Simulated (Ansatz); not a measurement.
What pressure 30 GPa does to hypothetical CdI2 type HfO2

Take HfO2 in the CdI2 type structure (space group P-3m1, No. 164; a = 3.208 Å, c = 4.515 Å; a hypothetical phase, not in the database extracts checked; layered, stacked along the Cartesian z axis) as the base.

Modification: a hydrostatic pressure of 30 GPa.

Level of theory: DFT with PBEsol-D3(BJ), PAW potentials and a 420 eV plane-wave cutoff in Ansatz (a program for electronic structure), no spin-orbit coupling. Settings: 12×12×7 k-points, 0.05 eV Fermi–Dirac smearing.

```csv
quantity,base,changed,shift
volume per atom,13.42 Å³,10.46 Å³,-2.96 Å³
lattice parameter a,3.208 Å,3.125 Å,-0.0836 Å
c/a ratio,1.407,1.187,-0.220
band gap,4.40 eV,2.95 eV,-1.457 eV
gap character,"indirect, K–Γ (71 % along) → M","indirect, Γ → M",–
smallest direct gap,4.85 eV,3.90 eV,-0.95 eV
width of the top valence band,1.05 eV,2.06 eV,+1.01 eV
"valence-band top at Γ (three highest levels, from the VBM)",–,"0.00, -0.86, -0.86 eV",–
"valley order (the lowest conduction-band minima on the path, energy above the VBM, named in the base's zone)",–,"M (1/2, 0, 0) 2.95 eV; K (1/3, 1/3, 0) 3.10 eV; A (0, 0, 1/2) 4.16 eV",–
```

Spin-orbit coupling, missing from the scalar runs, can matter with Hf. Load acts through the strain it causes; cell and atoms are relaxed under it. Whether these cells are dynamically stable was not tested. Competing high-pressure phases were not computed.
